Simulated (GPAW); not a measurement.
Band structure of KTaO₃ (Pm-3m, 5 atoms in the cell).

```yaml
crystal:
  lattice:
    - [4.07677, 0.00000, 0.00000]
    - [0.00000, 4.07677, 0.00000]
    - [0.00000, 0.00000, 4.07677]
  atoms:
    - { symbol: K, position: [0.50000, 0.50000, 0.50000] }
    - { symbol: Ta, position: [0.00000, 0.00000, 0.00000] }
    - { symbol: O, position: [0.00000, 0.50000, 0.00000] }
    - { symbol: O, position: [0.50000, 0.00000, 0.00000] }
    - { symbol: O, position: [0.00000, 0.00000, 0.50000] }
```

Method: PBE, GPAW PAW datasets PBE (gpaw-data 1.0.1) (plane waves; GPAW 25.7.0).

Settings: mode = pw; ecut = 950 eV; xc = PBE; kpts = 6 6 6; mesh shift (steps) = 0 0 0; occupations.name = fermi-dirac; occupations.width = 0 eV; nbands = -4; convergence.density = 1e-05 e/electron; convergence.energy = 1e-05 eV/electron; convergence.bands = -2; symmetry.symmorphic = false; symmetry.tolerance = 0.0005; maxiter = 100.

The starting cell comes from a database of computed structures (which also holds hypothetical and non-ambient phases and stackings), without a prior relaxation at this level. Its lattice was rescaled by a random factor within 2.5 % of one. Spin-orbit coupling is off.

Question: Predict the gap along the standard path and the places of the band edges.

Answer: The gap along the path is 2.03 eV, from R to Γ; the smallest direct gap on it is 2.68 eV.

Levels in eV from the top of the valence band on the SCF mesh, bands 17 to 24:
```tsv
point	17	18	19	20	21	22	23	24
Γ	-0.97	-0.65	-0.65	-0.65	2.03	2.03	2.03	6.02
X	-2.00	-1.36	-0.84	-0.84	2.16	4.59	4.59	6.05
M	-1.76	-1.36	-1.36	-0.03	4.62	4.62	5.79	6.84
R	-3.69	0.00	0.00	0.00	5.88	5.88	5.88	8.71
```
